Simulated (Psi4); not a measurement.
Psi4 1.11, BP86/def2-svpd: B(F)(GeH3)(OH) (O[B](F)[GeH3]), 8 atoms. The geometry is a generated start, not checked to be a minimum at this level.

- task: energy
- method: bp86
- basis: def2-svpd
- memory: 3 GB
- maxiter: 100
- keys of the molecule block: symmetry c1
- scf_type: df (default)
- e_convergence: 1e-06 (default)
- d_convergence: 1e-06 (default)
- dft_radial_points: 75 (default)
- dft_spherical_points: 302 (default)
- basis functions: 136
- grid points: 174171

```xyz
8

B     -0.1408    -0.7552     0.4346
F     -1.1413    -1.6420     0.4021
Ge    -0.1340     0.9141    -0.6953
H      0.1255     0.6784    -2.1464
H     -1.4076     1.6951    -0.6964
H      0.9093     1.8971    -0.2906
O      0.8903    -0.9929     1.2307
H      0.8987    -1.7946     1.7614
```

With the defaults (diis = true, scf_initial_accelerator = adiis, damping_percentage = 0, guess = auto, which took SAD, level_shift = 0, level_shift_cutoff = 0.01, diis_max_vecs = 10, soscf = false) it converges in 11 SCF iterations. One run each on 2 threads, with these changes:
- guess = gwh
- soscf = true
- damping_percentage = 20
- diis_max_vecs = 6
- guess = sap
- diis = false, scf_initial_accelerator = none, damping_percentage = 60
- level_shift = 0.5, level_shift_cutoff = 0.001
- guess = sapgau
- guess = huckel

Q: Which of these changes keep the SCF from converging, or lead it to another solution?

A: No convergence: diis = false, scf_initial_accelerator = none, damping_percentage = 60 (the run ends without SCF convergence in 100 iterations). The rest reach the solution of the defaults.

```
setting                                                                SCF iterations  JK calls             end
---------------------------------------------------------------------  --------------  --------  --------------
soscf = true                                                                        8        24   same solution
guess = sapgau                                                                     10        10   same solution
level_shift = 0.5, level_shift_cutoff = 0.001                                      10        11   same solution
guess = huckel                                                                     10        41   same solution
guess = sap                                                                        10        10   same solution
the defaults                                                                       11        12   same solution
diis_max_vecs = 6                                                                  11        12   same solution
guess = gwh                                                                        13        13   same solution
damping_percentage = 20                                                            21        22   same solution
diis = false, scf_initial_accelerator = none, damping_percentage = 60             100       101  no convergence
```

An SOSCF iteration holds several JK calls; a Hückel guess adds calls on atoms. 1 further run of the study ended by our limits or in an error and is left out.
